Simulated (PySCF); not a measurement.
PySCF 2.14.0, unrestricted PBE/def2-svp, df: Cu(F)(OH)(NH3)2 ([NH3]->[Cu](<-[NH3])([OH])[F]), charge 0, multiplicity 2, 12 atoms. The geometry is a generated start, not checked to be a minimum at this level.

```
Item                          Result
-------------------  ---------------
task                          energy
method                           pbe
basis                       def2-svp
two-electron scheme  density fitting
mol.max_memory              16000 MB
mf.max_cycle                     100
mf.DIIS              CDIIS (default)
mf.diis_space            8 (default)
mf.conv_tol          1e-09 (default)
mf.grids.level           3 (default)
basis functions                  122
grid points                   145448
```

Hardware: Arm Neoverse V2, 96 cores on 1 socket, no SMT, 1 L3 cache group; 94 cores' worth of CPU time may be used.

Wall times, medians of two to five repeats, each run alone on the node (launch to exit). Unless noted, each process is bound to its own block of adjacent cores. Build: PyPI wheel: OpenMP (GNU), a bundled serial OpenBLAS 0.3.3 under its C layer, NumPy's threaded OpenBLAS held to generic ARMv8 kernels, libcint, Libxc. Other compilers and libraries give other times. Scratch files lie in a memory file system. The time of a restarted run leaves out the earlier run that it starts from.

First run (16 threads, 1 BLAS thread, start = initial guess (default), mf.init_guess = minao (default)):

```
    CPU time for setting up grids      0.24 sec, wall time      0.14 sec
    CPU time for vxc      2.57 sec, wall time      0.19 sec
    CPU time for df-vj      0.24 sec, wall time      0.04 sec
init E= -1927.84728079697
    CPU time for initialize scf      3.13 sec, wall time      0.41 sec
    CPU time for vxc      2.57 sec, wall time      0.18 sec
    CPU time for df-vj      0.21 sec, wall time      0.03 sec
cycle= 1 E= -1925.04941927023  delta_E=  2.8  |g|=  3.1  |ddm|= 3.36
    CPU time for cycle= 1      2.78 sec, wall time      0.22 sec
    CPU time for vxc      2.54 sec, wall time      0.19 sec
    CPU time for df-vj      0.21 sec, wall time      0.03 sec
cycle= 2 E= -1917.43505251294  delta_E= 7.61  |g|= 4.16  |ddm|= 8.73
    CPU time for cycle= 2      2.77 sec, wall time      0.22 sec
    CPU time for vxc      2.54 sec, wall time      0.19 sec
    CPU time for df-vj      0.21 sec, wall time      0.03 sec
cycle= 3 E= -1926.5032731572  delta_E= -9.07  |g|= 2.03  |ddm|= 8.33
    CPU time for cycle= 3      2.77 sec, wall time      0.22 sec
    CPU time for vxc      2.56 sec, wall time      0.19 sec
    CPU time for df-vj      0.21 sec, wall time      0.03 sec
cycle= 4 E= -1925.89677849018  delta_E= 0.606  |g|= 2.41  |ddm|= 4.22
...
    CPU time for df-vj      0.21 sec, wall time      0.03 sec
cycle= 14 E= -1928.3241286508  delta_E= -1.65e-07  |g|= 0.000271  |ddm|= 0.000989
    CPU time for cycle= 14      2.77 sec, wall time      0.22 sec
    CPU time for vxc      2.56 sec, wall time      0.19 sec
    CPU time for df-vj      0.21 sec, wall time      0.03 sec
cycle= 15 E= -1928.32412867955  delta_E= -2.88e-08  |g|= 8.5e-05  |ddm|= 0.000237
    CPU time for cycle= 15      2.78 sec, wall time      0.22 sec
    CPU time for vxc      2.56 sec, wall time      0.19 sec
    CPU time for df-vj      0.21 sec, wall time      0.03 sec
cycle= 16 E= -1928.32412868231  delta_E= -2.76e-09  |g|= 1.52e-05  |ddm|= 8.99e-05
    CPU time for cycle= 16      2.78 sec, wall time      0.22 sec
    CPU time for vxc      2.56 sec, wall time      0.19 sec
    CPU time for df-vj      0.21 sec, wall time      0.03 sec
cycle= 17 E= -1928.32412868238  delta_E= -7.55e-11  |g|= 1.1e-05  |ddm|= 2.27e-05
    CPU time for cycle= 17      2.78 sec, wall time      0.22 sec
    CPU time for vxc      2.56 sec, wall time      0.19 sec
    CPU time for df-vj      0.21 sec, wall time      0.03 sec
    CPU time for scf_cycle     53.19 sec, wall time      4.46 sec
    CPU time for SCF     53.19 sec, wall time      4.46 sec
converged SCF energy = -1928.32412868195  <S^2> = 0.7509163  2S+1 = 2.0009161
SCF converged: True
wall of the SCF part: 4.461 s
```

Second run:

```
    CPU time for setting up grids      0.24 sec, wall time      0.14 sec
    CPU time for vxc      2.57 sec, wall time      0.19 sec
    CPU time for df-vj      0.24 sec, wall time      0.04 sec
init E= -1928.32269029965
    CPU time for initialize scf      3.08 sec, wall time      0.37 sec
    CPU time for vxc      2.55 sec, wall time      0.19 sec
    CPU time for df-vj      0.21 sec, wall time      0.03 sec
cycle= 1 E= -1928.32407745104  delta_E= -0.00139  |g|= 0.01  |ddm|= 0.0561
    CPU time for cycle= 1      2.77 sec, wall time      0.22 sec
    CPU time for vxc      2.57 sec, wall time      0.19 sec
    CPU time for df-vj      0.21 sec, wall time      0.03 sec
cycle= 2 E= -1928.32393955909  delta_E= 0.000138  |g|= 0.0209  |ddm|= 0.0299
    CPU time for cycle= 2      2.80 sec, wall time      0.23 sec
    CPU time for vxc      2.58 sec, wall time      0.19 sec
    CPU time for df-vj      0.21 sec, wall time      0.03 sec
cycle= 3 E= -1928.32412269025  delta_E= -0.000183  |g|= 0.00433  |ddm|= 0.0185
    CPU time for cycle= 3      2.81 sec, wall time      0.23 sec
    CPU time for vxc      2.56 sec, wall time      0.19 sec
    CPU time for df-vj      0.21 sec, wall time      0.03 sec
cycle= 4 E= -1928.32412501994  delta_E= -2.33e-06  |g|= 0.00335  |ddm|= 0.00507
    CPU time for cycle= 4      2.79 sec, wall time      0.23 sec
    CPU time for vxc      2.57 sec, wall time      0.19 sec
    CPU time for df-vj      0.21 sec, wall time      0.03 sec
cycle= 5 E= -1928.32412832536  delta_E= -3.31e-06  |g|= 0.000915  |ddm|= 0.00276
    CPU time for cycle= 5      2.80 sec, wall time      0.23 sec
    CPU time for vxc      2.57 sec, wall time      0.18 sec
    CPU time for df-vj      0.21 sec, wall time      0.03 sec
cycle= 6 E= -1928.32412866927  delta_E= -3.44e-07  |g|= 0.000174  |ddm|= 0.00101
    CPU time for cycle= 6      2.79 sec, wall time      0.22 sec
    CPU time for vxc      2.56 sec, wall time      0.19 sec
    CPU time for df-vj      0.21 sec, wall time      0.03 sec
cycle= 7 E= -1928.32412868193  delta_E= -1.27e-08  |g|= 2.81e-05  |ddm|= 0.000186
    CPU time for cycle= 7      2.78 sec, wall time      0.23 sec
    CPU time for vxc      2.56 sec, wall time      0.19 sec
    CPU time for df-vj      0.21 sec, wall time      0.03 sec
cycle= 8 E= -1928.32412868241  delta_E= -4.77e-10  |g|= 6.42e-06  |ddm|= 4.5e-05
    CPU time for cycle= 8      2.78 sec, wall time      0.23 sec
    CPU time for vxc      2.56 sec, wall time      0.19 sec
    CPU time for df-vj      0.21 sec, wall time      0.03 sec
    CPU time for scf_cycle     28.17 sec, wall time      2.40 sec
    CPU time for SCF     28.17 sec, wall time      2.41 sec
converged SCF energy = -1928.32412868227  <S^2> = 0.75091631  2S+1 = 2.0009161
SCF converged: True
wall of the SCF part: 2.414 s
```

### Question
Which of these changes turns the first timing block into the second?
A. start = projected from STO-3G
B. mf.init_guess = atom
C. mf.init_guess = sap
D. start = chkfile of a nearby geometry

### Answer
D, start = chkfile of a nearby geometry. The largest move is in exchange-correlation on the grid (vxc): 3.6 s to 1.9 s. The count of Fock builds goes from 19 to 10. The other changes gave 4.2 s (mf.init_guess = atom), 4.8 s (start = projected from STO-3G), 5.3 s (mf.init_guess = sap), against 2.8 s here and 4.9 s at first.
